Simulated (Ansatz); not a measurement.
We consider Ta2O5 (C2/m, No. 12, 7 atoms in the cell; start mp-1179062), described by LDA (Ansatz, a quantum-chemistry and plane-wave program, plane waves, PAW).

Numerical settings: plane-wave cutoff 520 eV, 8×8×8 k mesh, Fermi–Dirac smearing 0.01 eV, scalar-relativistic PAW data made under PBE.

Cell (relaxed at this level):

Ta2O5 has the monoclinic space group C2/m (No. 12), Pearson symbol mS14. Conventional cell: a = 8.250 Å, b = 6.819 Å, c = 5.272 Å, α = γ = 90.00°, β = 128.72°. Ta on 4i sees 4 O at 1.835–1.897 Å and 1 O at 2.064 Å (trigonal bipyramidal). O1 on 2d is coordinated by 2 Ta at 1.897 Å (linear). O2 on 4e has 2 Ta at 1.886 Å (linear). O3 on 4i is surrounded by 1 Ta at 1.835 Å and 1 Ta at 2.064 Å (bent). (Neighbours: up to the widest gap in distance over summed covalent radii, below 1.35, at either atom; cation-cation and far metal-metal contacts left out.)
(The calculation used a cell of 7 atoms; values per cell refer to that cell.)

Problem. What does this level give for the band gap, smallest direct gap on the k points sampled and direct gap at Γ?

Solution. 
- band gap = 3.06 eV
- smallest direct gap on the k points sampled = 3.21 eV
- direct gap at Γ = 3.44 eV

Spin–orbit coupling is not included.

Computed values are for the static lattice.

A start named mp-… is a Materials Project structure, which need not be a measured phase.
